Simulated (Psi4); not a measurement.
Psi4 1.11, PBE/def2-svp: W(Cl)5 ([Cl][W+]([Cl])([Cl])([Cl])[Cl]), charge +1, multiplicity 1, 6 atoms. The geometry is a generated start, not checked to be a minimum at this level.

* **task**: energy
* **method**: pbe
* **basis**: def2-svp
* **memory**: 3 GB
* **maxiter**: 100
* **keys of the molecule block**: symmetry c1
* **scf_type**: df (default)
* **e_convergence**: 1e-06 (default)
* **d_convergence**: 1e-06 (default)
* **dft_radial_points**: 75 (default)
* **dft_spherical_points**: 302 (default)
* **effective core potentials**: those of the basis set, past Kr
* **basis functions**: 122
* **grid points**: 128596

```xyz
6

W      0.0006     0.0039     0.0016
Cl     1.8281    -0.3909    -1.1437
Cl     0.9144    -0.9567     1.8036
Cl    -0.9165     0.9543    -1.8047
Cl    -1.6045    -1.4894     0.0361
Cl    -0.2221     1.8787     1.1072
```

Charge 1 and multiplicity 1 are set for this test and not shown to be the ground state.

With the defaults (diis_max_vecs = 10, diis = true, scf_initial_accelerator = adiis, damping_percentage = 0, level_shift = 0, level_shift_cutoff = 0.01, guess = auto, which took SAD, soscf = false, soscf_start_convergence = 0.01) it converges in 13 SCF iterations. One run each on 2 threads, with these changes:
- scf_initial_accelerator = ediis
- level_shift = 0.5, level_shift_cutoff = 0.001
- diis_max_vecs = 6
- soscf = true, soscf_start_convergence = 0.001
- damping_percentage = 20
- diis = false, scf_initial_accelerator = none, damping_percentage = 60
- guess = core
- scf_initial_accelerator = none
- diis_max_vecs = 3

### Question
Name the settings that don't reach the solution of the defaults.

### Answer
No convergence: diis_max_vecs = 3; diis = false, scf_initial_accelerator = none, damping_percentage = 60 (the run ends without SCF convergence in 100 iterations). The rest reach the solution of the defaults.

```
setting                                                                SCF iterations  JK calls             end
---------------------------------------------------------------------  --------------  --------  --------------
soscf = true, soscf_start_convergence = 0.001                                       9        25   same solution
the defaults                                                                       13        14   same solution
scf_initial_accelerator = ediis                                                    13        14   same solution
scf_initial_accelerator = none                                                     13        14   same solution
level_shift = 0.5, level_shift_cutoff = 0.001                                      14        15   same solution
diis_max_vecs = 6                                                                  15        16   same solution
guess = core                                                                       16        16   same solution
damping_percentage = 20                                                            22        23   same solution
diis_max_vecs = 3                                                                 100       101  no convergence
diis = false, scf_initial_accelerator = none, damping_percentage = 60             100       101  no convergence
```

An SOSCF iteration holds several JK calls; a Hückel guess adds calls on atoms. 1 further run of the study ended by our limits or in an error and is left out.
